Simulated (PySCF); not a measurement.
PySCF 2.14.0, PBE/gth-szv, GTH-PBE pseudopotentials, periodic, gdf: diamond-structure Si, 2 atoms. Basis and mesh were picked for this test and aren't claimed converged.

```
Property                                                  Result
-------------------------------  -------------------------------
cell                             3.84, 3.84, 3.84 Å; 60, 60, 60°
task                                                      energy
method                                                       pbe
basis                                                    gth-szv
two-electron scheme                                          gdf
pseudo                                                   gth-pbe
k mesh                                                     3×3×3
mol.max_memory                                          64000 MB
mf.init_guess                                    minao (default)
mf.DIIS                                          CDIIS (default)
mf.diis_space                                        8 (default)
basis functions (base settings)                                8
grid points (base settings)                                37405
k-points (base settings)                                      27
```

Machine: one whole node, Arm Neoverse V2, 96 cores on 1 socket, no SMT, 1 L3 cache group.

Wall times, medians of two to five repeats, each run alone on the node (launch to exit). Unless noted, each process is bound to its own block of adjacent cores. Build: PyPI wheel: OpenMP (GNU), a bundled serial OpenBLAS 0.3.3 under its C layer, NumPy's threaded OpenBLAS held to generic ARMv8 kernels, libcint, Libxc. Other compilers and libraries give other times. Scratch files lie in a memory file system.

All on 32 threads, 1 BLAS thread. Base settings, kept where nothing else is said: mol.precision = 1e-08 (default), ksym = false (default), mol.space_group_symmetry = false (default) (mol.symmorphic not set). The candidates, on 32 cores each, agree within 1.0 meV/atom in energy:
A. mol.precision = 1e-10
B. mol.precision = 1e-06
C. ksym = true, mol.space_group_symmetry = true, mol.symmorphic = false
D. the base settings

Which of these settings finishes first?

B (mol.precision = 1e-06), 3.2 s. At the other end C takes 2.0× as long.

```
candidate  wall time            repeats  Fock builds (products with the orbital Hessian counted alike)
---------  ---------  -----------------  -------------------------------------------------------------
B              3.2 s  3 runs within 1 %                                                              5
D              4.0 s  3 runs within 2 %                                                              5
A              5.9 s  3 runs within 1 %                                                              6
C              6.5 s  3 runs within 1 %                                                              5
```

From the slowest to the fastest: The largest move is in one-off fitting integrals (inside the first J/K call): 1.9 s to 0.52 s. What the program resolved moves too: FFT mesh from [12 12 12] to [9 9 9].
